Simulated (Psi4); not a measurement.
Psi4 1.11, unrestricted TPSS/def2-svp: [CH2]c1ccc(C)cc1, charge 0, multiplicity 2, 17 atoms. The geometry is a generated start, not checked to be a minimum at this level.

- task: energy
- method: tpss
- basis: def2-svp
- memory: 3 GB
- maxiter: 100
- keys of the molecule block: symmetry c1
- scf_type: df (default)
- e_convergence: 1e-06 (default)
- d_convergence: 1e-06 (default)
- dft_radial_points: 75 (default)
- dft_spherical_points: 302 (default)
- basis functions: 157
- grid points: 357452

```xyz
17

C     -2.9960     0.0357     0.0331
C     -1.6189     0.0189     0.0083
C     -0.8917    -1.1073    -0.4694
C      0.4790    -1.1182    -0.4739
C      1.2141    -0.0258    -0.0091
C      2.7091    -0.0350    -0.0093
C      0.5166     1.0960     0.4539
C     -0.8514     1.1283     0.4654
H     -3.5685    -0.8053    -0.3161
H     -3.5380     0.8966     0.3835
H     -1.4444    -1.9621    -0.8305
H      1.0048    -1.9876    -0.8432
H      3.0942    -1.0241    -0.2434
H      3.0931     0.2706     0.9640
H      3.0927     0.6686    -0.7492
H      1.0792     1.9482     0.8095
H     -1.3738     2.0025     0.8263
```

Charge 0 and multiplicity 2 are set for this test and not shown to be the ground state.

With the defaults (diis = true, scf_initial_accelerator = adiis, damping_percentage = 0, level_shift = 0, level_shift_cutoff = 0.01, diis_max_vecs = 10, guess = auto, which took SAD) it converges in 13 SCF iterations. One run each on 2 threads, with these changes:
- diis = false, scf_initial_accelerator = none, damping_percentage = 60
- diis_max_vecs = 6
- diis_max_vecs = 3
- guess = huckel
- level_shift = 0.5, level_shift_cutoff = 0.001
- damping_percentage = 60
- guess = sapgau
- guess = sap
- guess = gwh

**Question.** Name the settings that don't reach the solution of the defaults.

**Answer.** No convergence: diis = false, scf_initial_accelerator = none, damping_percentage = 60 (the run ends without SCF convergence in 100 iterations). The rest reach the solution of the defaults.

| setting | SCF iterations | end |
|---|---|---|
| level_shift = 0.5, level_shift_cutoff = 0.001 | 12 | same solution |
| the defaults | 13 | same solution |
| guess = sapgau | 14 | same solution |
| guess = huckel | 14 | same solution |
| diis_max_vecs = 6 | 14 | same solution |
| guess = sap | 15 | same solution |
| guess = gwh | 18 | same solution |
| diis_max_vecs = 3 | 24 | same solution |
| damping_percentage = 60 | 55 | same solution |
| diis = false, scf_initial_accelerator = none, damping_percentage = 60 | 100 | no convergence |
